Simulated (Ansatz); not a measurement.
The starting structures come from a database of crystals and need not be the phases stable at ambient conditions.

 Where the default PAW files enter, the runs use the earlier of Ansatz's two default sets.

Given:

```yaml
crystal:
  lattice:
    - [5.13263, 0.00000, 0.00000]
    - [0.00000, 5.13263, 0.00000]
    - [2.56631, -2.56631, 3.62932]
  atoms:
    - { symbol: Na, position: [0.25000, 0.25000, 0.50000] }
    - { symbol: Na, position: [0.75000, 0.75000, 0.50000] }
    - { symbol: H, position: [0.22554, 0.77446, 0.54892] }
    - { symbol: H, position: [0.77446, 0.22554, 0.45108] }
    - { symbol: H, position: [0.77446, 0.77446, 0.00000] }
    - { symbol: H, position: [0.22554, 0.22554, 0.00000] }
    - { symbol: H, position: [0.22554, 0.77446, 0.00000] }
    - { symbol: H, position: [0.77446, 0.22554, 0.00000] }
    - { symbol: Pt, position: [0.00000, 0.00000, 0.00000] }
```

Space group of this cell: Fm-3m. The cell is taken as given.

Transport runs along the normal of the first two printed cell vectors, the (001) plane of the conventional cell.

No gap correction and no spin-orbit coupling; mid-gap values are interpolated between computed energies.

### Question
Estimate the band gap and the smallest decay constant κ at mid-gap that Ansatz (a first-principles code) with r2SCAN returns for this system.

### Answer
Gap 3.97 eV on a 8×8×8 mesh; κ = 0.384 1/Å, at (0.500, 0.500) of the in-plane reciprocal vectors. At the zone centre, at the nearest computed energy, the slowest state has κ = 0.46 1/Å.
